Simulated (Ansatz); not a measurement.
Results of r²SCAN-D4 (Ansatz, a quantum-chemistry and plane-wave program, plane waves, PAW) for L1₂ (Cu3Au-type) Ni3Al.

Settings: plane-wave cutoff 560 eV, 16×16×16 k mesh, Fermi–Dirac smearing 0.05 eV, spin-polarised with parallel moments, scalar-relativistic PAW data made under PBE.

Cell (relaxed at this level):

```
CELL_PARAMETERS angstrom
      3.51491     0.00000     0.00000
      0.00000     3.51491     0.00000
      0.00000     0.00000     3.51491
ATOMIC_POSITIONS crystal
  Al 0.00000 0.00000 0.00000
  Ni 0.00000 0.50000 0.50000
  Ni 0.50000 0.00000 0.50000
  Ni 0.50000 0.50000 0.00000
```
Starting moments (μB, in the order of the record's atoms Al Ni Ni Ni): 0.0 0.5 0.5 0.5.

**Question.** Give the computed bulk modulus and pressure derivative B′ of the bulk modulus.

**Answer.** 
- bulk modulus: 208 GPa
- pressure derivative B′ of the bulk modulus: 4.6

The run finds no gap.

Measured, for comparison: bulk modulus 174 GPa (temperature not stated, no zero-point or thermal correction; as tabulated in Zarkevich et al. (2023), arXiv:2304.06869). Computed (rounded) less measured: bulk modulus +20 %.

The computed numbers hold no vibrational or temperature effects.

Computing time: very roughly 14 core-minutes.
